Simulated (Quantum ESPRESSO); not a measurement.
Input and output of a self-consistent single point for TiBr2 (Pnma, 12 atoms in the cell) (Quantum ESPRESSO).

Method of the run: PBE, SSSP 1.1.2 efficiency (PBE) pseudopotentials (plane waves; Quantum ESPRESSO).

```yaml
crystal:
  lattice:
    - [7.27559, 0.00000, 0.00000]
    - [0.00000, 4.32903, 0.00000]
    - [0.00000, 0.00000, 8.63591]
  atoms:
    - { symbol: Ti, position: [0.73770, 0.25000, 0.59590] }
    - { symbol: Ti, position: [0.23770, 0.25000, 0.90410] }
    - { symbol: Ti, position: [0.26230, 0.75000, 0.40410] }
    - { symbol: Ti, position: [0.76230, 0.75000, 0.09590] }
    - { symbol: Br, position: [0.62500, 0.25000, 0.92170] }
    - { symbol: Br, position: [0.12500, 0.25000, 0.57830] }
    - { symbol: Br, position: [0.37500, 0.75000, 0.07830] }
    - { symbol: Br, position: [0.87500, 0.75000, 0.42170] }
    - { symbol: Br, position: [0.52020, 0.25000, 0.33700] }
    - { symbol: Br, position: [0.02020, 0.25000, 0.16300] }
    - { symbol: Br, position: [0.47980, 0.75000, 0.66300] }
    - { symbol: Br, position: [0.97980, 0.75000, 0.83700] }
```

Reference input (self-consistent single point, DFT, PBE, plane waves, SSSP 1.1.2 efficiency (PBE) pseudopotentials): ecutwfc = 50 Ry; ecutrho = 400 Ry; occupations = smearing; smearing = fd; degauss = 0.0073499 Ry; potentials = {Ti: ti_pbe_v1.4.uspp.F.UPF, Br: br_pbe_v1.4.uspp.F.UPF}; K_POINTS = automatic 4 6 3 0 0 0; conv_thr = 1e-10 Ry. This run's input differs from it in these lines:

```diff
@@ -22,3 +22,3 @@
 &electrons
-    conv_thr = 1e-10
+    conv_thr = 7.3e-05
 /
```

Log, with long lists cut:

```
     Self-consistent Calculation

     iteration #  1     ecut=    50.00 Ry     beta= 0.70

     Threshold (ethr) on eigenvalues was too large:
     Diagonalizing with lowered threshold

     negative rho (up, down):  9.331E-04 0.000E+00

     total energy              =    -851.76825410 Ry
     estimated scf accuracy    <       0.77646334 Ry

     iteration #  2     ecut=    50.00 Ry     beta= 0.70

     negative rho (up, down):  1.863E-03 0.000E+00

     total energy              =    -851.75973571 Ry
     estimated scf accuracy    <       2.78330233 Ry

     iteration #  3     ecut=    50.00 Ry     beta= 0.70

     negative rho (up, down):  1.236E-03 0.000E+00

     total energy              =    -852.19417668 Ry
     estimated scf accuracy    <       0.02784622 Ry

   [... 2 blocks of this kind left out ...]

     iteration #  6     ecut=    50.00 Ry     beta= 0.70
     c_bands:  1 eigenvalues not converged
     c_bands:  2 eigenvalues not converged

     negative rho (up, down):  9.532E-04 0.000E+00

     total energy              =    -852.21616446 Ry
     estimated scf accuracy    <       0.00010496 Ry

     iteration #  7     ecut=    50.00 Ry     beta= 0.70

     negative rho (up, down):  9.658E-04 0.000E+00
     End of self-consistent calculation

     the Fermi energy is     9.4012 ev

!    total energy              =    -852.21613250 Ry
     estimated scf accuracy    <       0.00005214 Ry
     smearing contrib. (-TS)   =      -0.06199064 Ry
     internal energy E=F+TS    =    -852.15414186 Ry

     convergence has been achieved in   7 iterations

     negative rho (up, down):  9.658E-04 0.000E+00

     Forces acting on atoms (cartesian axes, Ry/au):

     atom    1 type  1   force =    -0.01246617    0.00000000   -0.01338937
     atom    2 type  1   force =    -0.01246617    0.00000000    0.01338937
     atom    3 type  1   force =     0.01246617    0.00000000    0.01338937
     atom    4 type  1   force =     0.01246617    0.00000000   -0.01338937
     atom    5 type  2   force =     0.03431070    0.00000000   -0.00827245
   [... lines left out ...]
     Total force =     0.098159     Total SCF correction =     0.009534
   [... lines left out ...]

     negative rho (up, down):  9.658E-04 0.000E+00
          total   stress  (Ry/bohr**3)                   (kbar)     P=      -12.03
  -0.00014953   0.00000000   0.00000000          -22.00        0.00        0.00
   0.00000000  -0.00007199   0.00000000            0.00      -10.59        0.00
   0.00000000   0.00000000  -0.00002378            0.00        0.00       -3.50

   JOB DONE.
```

The run converged in 7 iterations. Against the reference run the free energy hardly moves (within 1 meV/atom), the pressure goes from -0.51 to -1.20 GPa and the largest force moves little (0.906 to 0.907 eV/Å).

The starting cell was generated: these elements placed on a structure prototype, without a prior relaxation; it need not be a known phase or ordering of this composition. Spin polarisation is off, so a magnetic state, if there is one, cannot be reached.

Cost on one core of a shared machine: roughly 9 min.
